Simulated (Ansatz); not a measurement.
The reference is Re in the hcp (Mg type) structure (space group P6_3/mmc, No. 194; a = 2.776 Å, c = 4.481 Å; relaxed with 0.1 eV smearing).

All numbers come from PBE, PAW, 420 eV (Ansatz, a first-principles code; spin-orbit coupling left out).

For the base:

The pressure is 0.0 GPa. The band gap comes out as zero.

Perturbation: every lattice vector is stretched by 3.00 %; the atoms relax in the strained cell.

Task: How does this affect the energy relative to the base, pressure and band gap?

Result: The energy grows by 124 meV/atom; the pressure (mean of the normal stresses, compression positive) goes from zero to -26.4 GPa; the band gap remains zero.

No phonon test of stability was made. All final runs are without spin polarisation.
